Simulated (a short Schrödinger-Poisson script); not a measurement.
Stack: MOS inversion layer, Si3N4 on p-type Si(100), at 300 K.

From the gate side: 4.1 nm Si3N4; 440 nm Si, acceptors 9.5e17 cm⁻³.

Constants are typed, rounded textbook-type inputs, not results; the design itself was drawn at random and stands for no fabricated device. Si3N4: permittivity 7.5, conduction-band edge (eV) 1.95, gap (eV) 5.1, electron mass (mₑ) 0.5. Si: permittivity 11.7, conduction-band edge (eV) 0, gap (eV) 1.124, Nv at 300 K (cm⁻³) 3.1e19.

Channel valleys (confinement mass, in-plane density-of-states mass, number): Δ2 0.916, 0.19, 2; Δ4 0.19, 0.417, 4. At the gate the conduction-band edge of layer 1 lies 2.43 eV − eVg above the Fermi level of the channel; the field vanishes at the back. Gaps are held at their typed values at every temperature. Mesh 0.03 nm at interfaces.

Solved with a short Schrödinger-Poisson script written for these runs: 1D Poisson equation in equilibrium, electrons quantum, Hartree (BenDaniel-Duke, 12 states a valley, the channel's in-plane mass for all, wave functions free to enter the dielectric), parabolic valleys, classical holes, full ionisation, no traps, pinning or gate leakage.

```csv
Vg (V),electrons (cm⁻²),C (μF/cm²),Δ2 E0 (meV from the Fermi level),Δ4 E0 (meV from the Fermi level)
0.7,1.67e9,0.257,213.6,268.5
0.8,3.41e10,0.367,135.0,191.4
0.9,3.02e11,0.836,77.6,135.6
1,8.79e11,1.11,48.5,108.4
1.1,1.59e12,1.22,31.4,93.1
1.2,2.36e12,1.28,19.3,82.9
1.3,3.16e12,1.31,9.9,75.2
1.4,3.98e12,1.33,2.0,69.0
1.5,4.82e12,1.35,-4.9,63.8
1.6,5.66e12,1.37,-11.1,59.2
1.7,6.52e12,1.38,-16.7,55.2
1.8,7.38e12,1.39,-21.9,51.5
1.9,8.25e12,1.39,-26.8,48.1
2,9.12e12,1.40,-31.3,44.9
2.1,9.99e12,1.41,-35.7,42.0
2.2,1.09e13,1.41,-39.9,39.2
2.3,1.18e13,1.42,-43.9,36.6
```

Gate voltages with under 1e9 electrons/cm² are left out.

Problem. At Vg = 2.3 V the lowest Δ2 subband lies at -43.9 meV from the Fermi level. How many electrons does it hold, and what share of all?

Solution. The two-dimensional density of states is g m/(πħ²) = 1.59e11 cm⁻² meV⁻¹ (both spins), kT = 25.9 meV, so n = D kT ln(1 + exp(−E/kT)) = 7.66e12 cm⁻², 0.65 of the 1.18e13 cm⁻² in all.

Problem. Compare the slope of the sheet density between 2.1 and 2.3 V with the geometric capacitance of the layers between gate and channel.

Solution. q Δn/ΔV = 1.45 μF/cm²; ε0/Σ(t/ε) = 1.62 μF/cm². The ratio is 0.90: the channel acts as a further capacitance in series.
